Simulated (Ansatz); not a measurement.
**NbBr5 (P-1, No. 2)**

Level of theory: PBEsol (Ansatz, a program for electronic structure, PAW).

Settings: plane-wave cutoff 520 eV, 6×6×4 k mesh (along the axes of the cell as run), Fermi–Dirac smearing 0.01 eV, no spin polarisation, scalar-relativistic PAW data made under PBE.

Cell (measured lattice):

```cif
data_Br10Nb2
_chemical_formula_sum 'Nb2 Br10'
_space_group_name_H-M_alt 'P-1'
_space_group_IT_number 2
_space_group_name_Hall '-P 1'
_cell_length_a 6.46090
_cell_length_b 7.03080
_cell_length_c 9.58400
_cell_angle_alpha 108.840
_cell_angle_beta 90.890
_cell_angle_gamma 116.160
loop_
_atom_site_label
_atom_site_type_symbol
_atom_site_symmetry_multiplicity
_atom_site_Wyckoff_symbol
_atom_site_fract_x
_atom_site_fract_y
_atom_site_fract_z
_atom_site_occupancy
Nb1 Nb 2 i 0.10660 0.22260 0.72370 1
Br1 Br 2 i 0.07790 0.81500 0.06370 1
Br2 Br 2 i 0.54580 0.41560 0.16640 1
Br3 Br 2 i 0.30740 0.00570 0.74820 1
Br4 Br 2 i 0.12330 0.61830 0.35250 1
Br5 Br 2 i 0.24790 0.18730 0.45510 1
```

For NbBr5 (P-1, No. 2), the band gap is 1.54 eV. The smallest direct gap on the k points sampled is 1.64 eV and the Γ–Γ gap is 1.69 eV.

Note: cell and atoms aren't relaxed at this level (pressure 0.7 GPa).

Spin–orbit coupling is not included.

Computed values are for the static lattice.

The result took very roughly 10 core-minutes.
